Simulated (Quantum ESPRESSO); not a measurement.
Input and output of a self-consistent single point for GeF₂ (Pnma, 12 atoms in the cell) (Quantum ESPRESSO).

Method: PBEsol, PSlibrary PAW (PBE) pseudopotentials (plane waves; Quantum ESPRESSO).

```
GeF2
1.0
    8.50424     0.00000     0.00000
    0.00000     5.38793     0.00000
    0.00000     0.00000     4.45202
Ge F
4 8
Cartesian
  7.54105   4.04095   3.30879
  0.96319   1.34698   1.14323
  5.21531   1.34698   1.08278
  3.28893   4.04095   3.36925
  6.13428   4.04095   0.09118
  2.36996   1.34698   4.36084
  6.62208   1.34698   2.31719
  1.88216   4.04095   2.13483
  0.00000   2.69396   0.00000
  4.25212   2.69396   2.22601
  4.25212   0.00000   2.22601
  0.00000   0.00000   0.00000
```

Reference input (self-consistent single point, DFT, PBEsol, plane waves, PseudoDojo standard norm-conserving (PBESOL) pseudopotentials): ecutwfc = 85 Ry; occupations = fixed; potentials = {Ge: Ge.upf, F: F.upf}; K_POINTS = automatic 2 3 3 1 1 1; nbnd = 62; conv_thr = 1e-09 Ry; mixing_beta = 0.7. This run's input differs from it in these lines:

```diff
@@ -13,5 +13,7 @@
     ntyp = 2,
-    ecutwfc = 85,
+    ecutwfc = 55,
+    ecutrho = 330,
     occupations = 'fixed',
-    nbnd = 62,
+    nbnd = 42,
+    input_dft = 'pbesol',
 /
@@ -22,4 +24,4 @@
 ATOMIC_SPECIES
-Ge    72.6300  Ge.upf
-F     18.9984  F.upf
+Ge    72.6300  Ge.pbe-n-kjpaw_psl.1.0.0.UPF
+F     18.9984  F.pbe-n-kjpaw_psl.1.0.0.UPF
 CELL_PARAMETERS alat
```

The program printed (abridged):

```
     Self-consistent Calculation

     iteration #  1     ecut=    55.00 Ry     beta= 0.70

     total energy              =   -1114.33752302 Ry
     estimated scf accuracy    <       1.41134629 Ry

     iteration #  2     ecut=    55.00 Ry     beta= 0.70

     total energy              =   -1114.63670110 Ry
     estimated scf accuracy    <       2.09565858 Ry

     iteration #  3     ecut=    55.00 Ry     beta= 0.70

     total energy              =   -1115.02725668 Ry
     estimated scf accuracy    <       0.01614476 Ry

   [... 7 blocks of this kind left out ...]

     iteration # 11     ecut=    55.00 Ry     beta= 0.70

     total energy              =   -1115.03818447 Ry
     estimated scf accuracy    <          1.5E-09 Ry

     iteration # 12     ecut=    55.00 Ry     beta= 0.70
     End of self-consistent calculation

     highest occupied, lowest unoccupied level (ev):     0.6884    5.1846

!    total energy              =   -1115.03818447 Ry
     estimated scf accuracy    <          1.1E-10 Ry

     convergence has been achieved in  12 iterations

     Forces acting on atoms (cartesian axes, Ry/au):

     atom    1 type  1   force =     0.00583892    0.00000000    0.00968145
     atom    2 type  1   force =    -0.00583892    0.00000000   -0.00968145
     atom    3 type  1   force =    -0.00583892    0.00000000    0.00968145
     atom    4 type  1   force =     0.00583892   -0.00000000   -0.00968145
     atom    5 type  2   force =    -0.00341516    0.00000000   -0.00124651
     atom    6 type  2   force =     0.00341516    0.00000000    0.00124651
   [... lines left out ...]

     Total force =     0.023752     Total SCF correction =     0.000006

          total   stress  (Ry/bohr**3)                   (kbar)     P=      -17.49
  -0.00008876   0.00000000   0.00000000          -13.06        0.00        0.00
   0.00000000  -0.00014657   0.00000000            0.00      -21.56        0.00
   0.00000000   0.00000000  -0.00012142            0.00        0.00      -17.86

   JOB DONE.
```

The run converged in 12 iterations. Against the reference run the pressure goes from -3.40 to -1.75 GPa, the largest force goes from 0.872 to 0.291 eV/Å and the gap on the mesh goes from 4.536 to 4.496 eV.

The starting cell comes from a database of computed structures (which also holds hypothetical and non-ambient phases and stackings), without a prior relaxation at this level. Its lattice was rescaled by a random factor within 2.5 % of one. The shifted mesh does not hold Γ, so a gap read on it misses any band edge there.

Cost on one core of a shared machine: roughly 80 s.
